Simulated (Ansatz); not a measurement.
Structures of equal composition on the (111) surface of fcc Pt: a layer of In in place of the second plane; a layer of In in place of the third plane. The slabs share one bottom face, and each structure is named by its start. These are constructed structures in small cells; real faces may alloy, dewet or reconstruct in larger ones, and not all known structures of the face are among them. Slabs of about 11 Å with all that they carry, Fermi-Dirac smearing of 0.1 eV. Bottom of the slabs: a bare face, its two planes held. Relaxed from the named starts with such symmetry as they have, on meshes of like density; energies extrapolated to zero smearing; no spin-orbit coupling, no U. Spin-polarised runs, if any, are marked in brackets, and their order is one that fits the cell; the others ran without spin.

Method: PBE (plane waves to 420 eV, PAW; Ansatz, a program for electronic structure).

Q: Rank these by energy per 1x1 cell (lowest first), as PBE gives it.

A: a layer of In in place of the second plane (0.000 eV), a layer of In in place of the third plane (0.124 eV)
